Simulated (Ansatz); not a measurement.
The starting structures come from a database of crystals and need not be the phases stable at ambient conditions.

 Where the default PAW files enter, the runs use the earlier of Ansatz's two default sets.

Data:

```
CELL_PARAMETERS angstrom
      6.08426     0.00000     0.00000
     -2.67803     5.46319     0.00000
      1.70312     2.73159     5.16295
ATOMIC_POSITIONS crystal
  V  0.75000 0.25000 0.50000
  V  0.50000 0.50000 0.00000
  Bi 0.00000 0.00000 0.00000
  Bi 0.25000 0.75000 0.50000
  O  0.32928 0.51081 0.81847
  O  0.76081 0.07928 0.31847
  O  0.32928 0.14775 0.18153
  O  0.39775 0.07928 0.68153
  O  0.92072 0.60225 0.31847
  O  0.48919 0.67072 0.18153
  O  0.92072 0.23919 0.68153
  O  0.85225 0.67072 0.81847
```

Space group of this cell: I4_1/amd. The cell is taken as given; by r2SCAN its mean pressure is -0.8 GPa.

The current runs along the normal of the first two printed vectors, the (110) plane. All runs by Ansatz (a quantum-chemistry and plane-wave program), plane waves and PAW, without spin-orbit coupling; the base is r2SCAN.

```csv
run,mean pressure (GPa),gap (eV),mid-gap κ (1/Å)
base,-0.8,2.78,0.459
all lengths scaled by 0.98,10.5,?,?
all lengths scaled by 1.02,-9.5,2.85,?
lda in place of r2scan,-5.6,2.48,0.463
"lengths across the current scaled by 0.98, ions clamped",6.8,?,?
"lengths across the current scaled by 1.02, ions clamped",-7.1,2.81,0.472
"lengths along the current scaled by 0.97, ions clamped",4.0,2.70,0.458
"lengths along the current scaled by 1.03, ions clamped",-5.0,2.85,0.460
pbesol in place of r2scan,-1.4,2.50,0.459
```

**Question.** Some entries are withheld; supply them.

**Answer.** 
- all lengths scaled by 0.98, gap (eV): 2.68
- all lengths scaled by 0.98, mid-gap κ (1/Å): 0.444
- all lengths scaled by 1.02, mid-gap κ (1/Å): 0.473
- lengths across the current scaled by 0.98, ions clamped, gap (eV): 2.74
- lengths across the current scaled by 0.98, ions clamped, mid-gap κ (1/Å): 0.445
